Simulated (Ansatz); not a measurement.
The cell is built on a prototype and need not be the phase stable at ambient conditions.

By PBEsol, the system below comes out a metal.

The ballistic (Sharvin) conductance counts the channels at the Fermi level: G/A = (e²/h) × channels of both spins per area.

```
CELL_PARAMETERS angstrom
      3.86397     0.00000     0.00000
      0.00000     5.46448     0.00000
      1.93199     2.73224     1.93199
ATOMIC_POSITIONS crystal
  Rh 0.50000 0.75000 0.00000
  Rh 0.00000 0.50000 0.00000
```

Space group of this cell: Fd-3m, diamond. The cell was relaxed by PBE-D3(BJ); by PBEsol its mean pressure is -2.5 GPa.

The current flows along the normal of the first two printed cell vectors. No spin-orbit coupling; the value is a mean over 0.1 eV about the Fermi level.

Compute, with PBEsol run with Ansatz (an electronic-structure program), the ballistic conductance per area.

1.2 × 10¹⁵ S/m² for both spins.
